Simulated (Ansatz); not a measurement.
# How far PBE-D3(BJ) and r2SCAN+rVV10 part for SnO, pressure 30 GPa

The parent structure is SnO in the litharge type structure (space group P4/nmm, No. 129; a = 3.837 Å, c = 4.759 Å; layered, stacked along the Cartesian z axis).

(Cell as relaxed with PBE-D3(BJ).)

Levels (all Ansatz, a quantum-chemistry and plane-wave program, PAW): PBE-D3(BJ) (420 eV, no SOC); r2SCAN+rVV10 (500 eV, no SOC).

Each level relaxes its own structure.

```
base                 PBE-D3(BJ)  r2SCAN+rVV10
-------------------  ----------  ------------
volume per atom        17.52 Å³      17.14 Å³
lattice parameter a     3.837 Å       3.793 Å
band gap                   zero          zero
```

Now apply this change: cell and atoms relaxed at a pressure of 30 GPa.

```tsv
quantity	PBE-D3(BJ)	r2SCAN+rVV10
c/a ratio	1.127	[?]
shortest interatomic distance	2.136 Å	[?]
```

### Question
What does r2SCAN+rVV10 give?

### Answer

- c/a ratio, r2SCAN+rVV10: 1.143
- shortest interatomic distance, r2SCAN+rVV10: 2.120 Å

PBE-D3(BJ)'s c/a ratio lies 0.016 below r2SCAN+rVV10's; PBE-D3(BJ)'s shortest interatomic distance lies 0.016 Å above r2SCAN+rVV10's (0.7 %). Neither level is exact; r2SCAN+rVV10 is the comparison here, not a measurement.

The mesh was chosen for an insulator and is coarse for the gapless case. Load acts through the strain it causes; cell and atoms are relaxed under it. Whether these cells are dynamically stable was not tested. No other phases were tried under pressure. The final runs are not spin-polarised. The zero or small gap of SnO can change with the level of theory.
